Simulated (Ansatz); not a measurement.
Band-edge transport in semiconductors and insulators: SnS2 (P-3m1) under several functionals (Ansatz, a program for electronic structure, without spin-orbit coupling). The PBE cell:

Space group P-3m1 (No. 164); a = b = 3.669 Å, c = 5.807 Å, α = β = 90.00°, γ = 120.00°

| atom | site | symmetry | x | y | z |
|---|---|---|---|---|---|
| Sn | 1a | -3m. | 0.0000 | 0.0000 | 0.0000 |
| S | 2d | 3m. | 0.3333 | 0.6667 | 0.2546 |

```json
[
 {"Functional": "PBE", "cell relaxed with": "PBE+d3bj", "volume (Å³/atom)": "22.57", "band gap": "1.22 eV", "electron conductivity mass": "0.42 mₑ", "hole conductivity mass": "0.87 mₑ", "Seebeck coefficient, n-type 1e19 cm⁻³": "-347 μV/K"},
 {"Functional": "PBEsol", "cell relaxed with": "PBEsol+d3bj", "volume (Å³/atom)": "21.16", "band gap": "0.95 eV", "electron conductivity mass": "0.34 mₑ", "hole conductivity mass": "0.65 mₑ", "Seebeck coefficient, n-type 1e19 cm⁻³": "-321 μV/K"}
]
```

For the band gap, PBE gives 1.22 eV and PBEsol 0.95 eV: PBE lies 28 % above.

The PBE and PBEsol rows stand on cells whose volumes differ by 6.7 %, so the difference holds the effect of the cell as well as that of the functional.

Masses are for dilute carriers at 300 K, harmonic means over directions unless an axis is named. Seebeck coefficients are for the stated density at 300 K, with one relaxation time for all states and whether or not that doping can be reached. Spin-orbit coupling is left out.

PBEsol with a dispersion correction tends to overbind, so the cell can be several per cent short, in bad cases over ten, which usually narrows a gap: SnS2 (P-3m1).
